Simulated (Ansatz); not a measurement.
The reference is W in the bcc (W type) structure (space group Im-3m, No. 229; a = 3.135 Å; relaxed with 0.1 eV smearing).

Method: Ansatz (a quantum-chemistry and plane-wave program) LDA, without spin-orbit coupling.

For the base:

| Item | Value |
|---|---|
| Pressure | 0.0 GPa |
| Band gap | zero |

Now apply this change: an isotropic linear strain of −0.50 %, atoms relaxed at fixed cell.

Problem. Predict the new pressure.

Solution. The pressure goes from zero to 5.2 GPa.

Problem. What does the calculation give for the energy relative to the base after the change?

Solution. The energy grows by 3.7 meV/atom.

Problem. How does this affect the band gap?

Solution. The band gap remains zero.

Whether these cells are dynamically stable was not tested. All final runs are without spin polarisation.
